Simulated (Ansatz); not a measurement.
Ansatz (a quantum-chemistry and plane-wave program), DFT, PBE, plane waves, its default PAW files, spin-polarised: bcc Fe, 1 atom, spin-polarised from a ferromagnetic start (3 μB on Fe). Basis and mesh were picked for this test and aren't claimed converged.

```yaml
cell: 2.48, 2.48, 2.48 Å; 109.5, 109.5, 109.5°
task: single point
k mesh: 20×20×20
hamiltonian.xc: pbe
kind_of_files: paw
scf.occupations.method: fermi_dirac
scf.occupations.width: 0.1 eV
output.forces: true
magnetization.spin_polarized: true
memory maximum (--max-ram): 200GiB
accuracy: medium (default)
basis.precision: auto (default)
basis.xc_grid: 2 (default)
scf.eigensolver.kind: auto (default)
scf.convergence.dr2_threshold: 1e-07 (default)
scf.lower_state_search: light (default)
k-points after symmetry (for each spin): 256
bands_at_the_start: 14
electrons: 16
plane waves at Γ: 225
cutoff (eV): 420
FFT grid: 18×18×18
symmetry_operations: 48
```

Hardware: Arm Neoverse V2, 96 cores on 1 socket, no SMT, 1 L3 cache group.

Each time is the median wall time of two to five repeats, run one at a time on the otherwise empty machine; start-up is included. Unless noted, each process is bound to its own block of adjacent cores. The build: release build for Arm (Neoverse V2), one process with threads; another build can shift the numbers. Scratch files lie in a memory file system.

All on 8 threads. Base settings, kept where nothing else is said: scf.mixing.algorithm = auto (default), scf.mixing.preconditioner = auto (default), scf.algorithm = auto (default) (scf.mixing.beta, scf.mixing.ndim, scf.mixing.q_tf, scf.mixing.beta_mag not set). The settings tried:
- scf.mixing.algorithm = msr1
- scf.mixing.algorithm = anderson, scf.mixing.ndim = 1
- scf.mixing.algorithm = broyden, scf.mixing.beta = 1
- scf.mixing.algorithm = broyden, scf.mixing.beta = 0.3
- scf.mixing.preconditioner = kerker_dos
- scf.mixing.algorithm = broyden, scf.mixing.preconditioner = kerker, scf.mixing.q_tf = 1.5 1/Å
- scf.mixing.algorithm = broyden, scf.mixing.beta_mag = 2
- scf.mixing.preconditioner = ldos
- scf.mixing.preconditioner = none
- scf.mixing.algorithm = anderson
- scf.mixing.algorithm = broyden, scf.mixing.preconditioner = none
- scf.mixing.algorithm = broyden, scf.mixing.beta = 0.1
- scf.mixing.preconditioner = local_kerker
- scf.mixing.algorithm = anderson, scf.mixing.ndim = 16
- scf.mixing.ndim = 16
- scf.mixing.algorithm = broyden, scf.mixing.preconditioner = kerker, scf.mixing.q_tf = 0.5 1/Å
- scf.mixing.ndim = 4
- scf.mixing.algorithm = anderson, scf.mixing.ndim = 4
- scf.mixing.algorithm = broyden, scf.mixing.preconditioner = kerker
- the base settings
- scf.mixing.algorithm = broyden, scf.mixing.beta = 0.7
- scf.mixing.algorithm = broyden
- scf.algorithm = direct_min
- scf.mixing.preconditioner = kerker
- scf.mixing.algorithm = broyden, scf.mixing.beta_mag = 0.3

Question: Name the extremes: fewest SCF iterations, shortest time, and any that don't converge.

Answer: Fewest SCF iterations: scf.algorithm = direct_min (7). Shortest time: scf.mixing.preconditioner = none, 1.1 s; level within 8 % or the scatter of repeats: the base settings; scf.mixing.algorithm = msr1; scf.mixing.preconditioner = ldos; scf.mixing.ndim = 16; scf.mixing.preconditioner = kerker; scf.mixing.preconditioner = local_kerker; scf.mixing.preconditioner = kerker_dos; scf.mixing.algorithm = broyden, scf.mixing.beta_mag = 0.3. All converged. In the base run the program took: scf.mixing.algorithm MSR1, scf.mixing.preconditioner none, scf.eigensolver.kind band_cg, --slots 8, --kpoint-pools 1.

```tsv
setting	SCF iterations	applications of H to a band	wall time
scf.mixing.preconditioner = none	9	150814	1.1 s
scf.mixing.preconditioner = local_kerker	10	156662	1.1 s
the base settings	9	150814	1.1 s
scf.mixing.preconditioner = kerker_dos	10	150294	1.1 s
scf.mixing.preconditioner = kerker	10	157074	1.1 s
scf.mixing.ndim = 16	9	150814	1.1 s
scf.mixing.algorithm = msr1	9	150814	1.1 s
scf.mixing.preconditioner = ldos	9	156148	1.1 s
scf.mixing.algorithm = broyden, scf.mixing.beta_mag = 0.3	11	164220	1.1 s, no check of stability
scf.mixing.ndim = 4	11	170891	1.2 s
scf.mixing.algorithm = broyden, scf.mixing.beta = 0.7	10	186189	1.2 s, no check of stability
scf.mixing.algorithm = broyden, scf.mixing.preconditioner = kerker, scf.mixing.q_tf = 1.5 1/Å	12	192410	1.2 s, no check of stability
scf.mixing.algorithm = anderson, scf.mixing.ndim = 16	12	196404	1.2 s, no check of stability
scf.mixing.algorithm = broyden, scf.mixing.beta = 1	11	190916	1.2 s, no check of stability
scf.mixing.algorithm = anderson, scf.mixing.ndim = 4	13	206898	1.3 s, no check of stability
scf.mixing.algorithm = anderson	13	209175	1.3 s, no check of stability
scf.mixing.algorithm = broyden, scf.mixing.preconditioner = kerker, scf.mixing.q_tf = 0.5 1/Å	13	207107	1.3 s, no check of stability
scf.mixing.algorithm = broyden, scf.mixing.beta = 0.3	13	209233	1.3 s, no check of stability
scf.mixing.algorithm = broyden	13	209233	1.3 s, no check of stability
scf.mixing.algorithm = broyden, scf.mixing.preconditioner = none	13	209233	1.3 s, no check of stability
scf.mixing.algorithm = broyden, scf.mixing.preconditioner = kerker	14	211052	1.4 s, no check of stability
scf.mixing.algorithm = broyden, scf.mixing.beta_mag = 2	15	231272	1.4 s, no check of stability
scf.mixing.algorithm = broyden, scf.mixing.beta = 0.1	19	271964	1.6 s, no check of stability
scf.mixing.algorithm = anderson, scf.mixing.ndim = 1	34	333165	2.2 s, no check of stability
scf.algorithm = direct_min	7	616022	3.2 s
```

Keys are those of Ansatz 0.2.
